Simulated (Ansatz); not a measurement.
System: LiBH₄ (P6₃mc, No. 186, 12 atoms in the cell; start mp-2659898). Method: HSE06 (Ansatz, an electronic-structure program, PAW).

From the output:

```
WARN output.stress: scf.convergence.dr2_threshold = 1e-7 eV (the SCF's general default) is looser than the 1.2e-9 eV advised for a printed stress (1e-10 eV for …
WARN output.stress: scf.exx.energy_threshold = 1e-6 eV is looser than the 1.2e-7 eV advised for a stress under a hybrid functional (1e-8 eV for each atom of …
Crystal: 12 atoms, lattice volume = 109.807 Å³
Basis set: ecut = 500 eV, 2829 PW (Γ), exchange–correlation on 64×64×108 points (8 copies of the dense FFT grid, shifted against one another)
Bands: 22, of which v1, the nominal top of the filled ones, is band 10 counted from 1 (9 counted from 0)
Symmetry: 12 space group operations
Space group: P63mc (ITA 186), of the structure as read, at distance tolerance 4.8e-5 Å
k-points: 21 of 144 (time reversal used)
SCF iter   1: F=—  HF=-851.888905 eV  |F-HF|=—  |Δ(HF+E_count)|=         —  Δρ=1.79e-3  dr2=3.18e-3
SCF iter   2: F=-851.890856 eV  HF=-851.889974 eV  |F-HF|=8.82e-4  |Δ(HF+E_count)|=   1.07e-3  Δρ=9.05e-4  dr2=5.70e-4
Crystal: 12 atoms, lattice volume = 109.807 Å³
Initial density: handed on by an earlier stage of this run
  ...
Crystal: 12 atoms, lattice volume = 109.807 Å³
SCF iter   2: F=—  HF=-852.637349 eV  |F-HF|=—  |Δ(HF+E_count)|=   5.25e-8  Δρ=4.52e-6  dr2=1.57e-8
SCF iter   3: F=-852.637349 eV  HF=-852.637349 eV  |F-HF|=1.83e-9  |Δ(HF+E_count)|=   6.21e-8  Δρ=1.47e-6  dr2=2.83e-9
SCF 3 converged in 3 iterations: F = -852.637349 eV  dr2 = 2.83e-9
Free energy (F): -852.637349 eV
Internal energy: -852.637349 eV  (E = F + TS)
E sigma→0 (E₀):  -852.637349 eV
Fermi energy:    0.321870 eV
--- Forces (eV/Å), atoms counted from 1 ---
  atom   1  Li     0.00000000    -0.00000000     0.01866884
  atom   2  Li     0.00000000     0.00000000     0.01866884
  atom   3  B      0.00000000     0.00000000    -0.03615118
  atom   4  B      0.00000000    -0.00000000    -0.03615118
  atom   5  H     -0.00000000     0.00000000    -0.00831186
  atom   6  H     -0.00000000    -0.00000000    -0.00831186
  atom   7  H      0.00000000    -0.04379077     0.00857481
  atom   8  H      0.03792392    -0.02189539     0.00857481
  atom   9  H      0.03792392     0.02189539     0.00857481
  atom  10  H      0.00000000     0.04379077     0.00857481
  atom  11  H     -0.03792392     0.02189539     0.00857481
  atom  12  H     -0.03792392    -0.02189539     0.00857481
--- Stress (GPa, compression-positive) ---
        0.171104       0.000000       0.000000
        0.000000       0.171104       0.000000
        0.000000       0.000000       0.340312
  P = ⅓ Tr σ = 0.2275 GPa (2.275 kbar)
```

Task: Write an input file that could have produced this run (the log leaves some choices open).

Result: One answer among several that fit: 
Ansatz 0.2 input:
```yaml
crystal:
  lattice:
    - [4.18515412, 0.0, 0.0]
    - [-2.09257706, 3.6244497867, 0.0]
    - [0.0, 0.0, 7.2389476133]
  atoms:
    - { symbol: Li, position: [0.3333333333, 0.6666666667, 0.1086116673] }
    - { symbol: Li, position: [0.6666666667, 0.3333333333, 0.6086116673] }
    - { symbol: B, position: [0.3333333333, 0.6666666667, 0.5365457075] }
    - { symbol: B, position: [0.6666666667, 0.3333333333, 0.0365457075] }
    - { symbol: H, position: [0.3333333333, 0.6666666667, 0.3691657632] }
    - { symbol: H, position: [0.6666666667, 0.3333333333, 0.8691657632] }
    - { symbol: H, position: [0.1756861375, 0.351372275, 0.593548954] }
    - { symbol: H, position: [0.8243138625, 0.1756861375, 0.093548954] }
    - { symbol: H, position: [0.648627725, 0.8243138625, 0.593548954] }
    - { symbol: H, position: [0.8243138625, 0.648627725, 0.093548954] }
    - { symbol: H, position: [0.1756861375, 0.8243138625, 0.593548954] }
    - { symbol: H, position: [0.351372275, 0.1756861375, 0.093548954] }
kpoints:
  mp_grid: { grid: [6, 6, 4] }
hamiltonian:
  xc: hse06
  pseudopotentials: { kind: paw }
  dispersion: none
scf:
  occupations: { method: gaussian, width: 0.02 }
output:
  forces: true
  stress: true
  eigenvalues: true
basis:
  ecutwfc: 500
  ecutrho_ratio: 4
  xc_grid: 2
magnetization:
  spin_polarized: false
```

The PAW data were made under PBE.

Note: cell and atoms aren't relaxed at this level (largest force component 0.04 eV/Å, pressure 0.2 GPa).

Cost on a shared machine: very roughly 110 core-seconds.

A start named mp-… is a Materials Project structure, which need not be a measured phase.
